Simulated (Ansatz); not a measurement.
Bi4Ge3O12 (I-43d, No. 220) was calculated with rVV10 in Ansatz (PAW).

Run with plane-wave cutoff 520 eV, 6×6×6 k mesh, Fermi–Dirac smearing 0.01 eV, scalar-relativistic PAW data made under PBE.

The cell is scaled about its equilibrium volume:

```json
[
 {"V (Å³/atom)": "15.171", "P (GPa)": "2.62", "direct gap at Γ (eV)": "3.790", "smallest gap on the k mesh (eV)": "3.488"},
 {"V (Å³/atom)": "15.487", "P (GPa)": "1.24", "direct gap at Γ (eV)": "3.773", "smallest gap on the k mesh (eV)": "3.434"},
 {"V (Å³/atom)": "15.803", "P (GPa)": "0.00", "direct gap at Γ (eV)": "3.757", "smallest gap on the k mesh (eV)": "3.386"},
 {"V (Å³/atom)": "16.119", "P (GPa)": "-1.10", "direct gap at Γ (eV)": "3.740", "smallest gap on the k mesh (eV)": "3.343"},
 {"V (Å³/atom)": "16.435", "P (GPa)": "-2.05", "direct gap at Γ (eV)": "3.724", "smallest gap on the k mesh (eV)": "3.306"}
]
```

The fundamental gap (3.39 eV at the equilibrium volume, with added k points) lies elsewhere than Γ–Γ.

Spin–orbit coupling is not included; with these elements it can move the gap by several tenths of an eV or more.

Ansatz is a program for electronic structure.
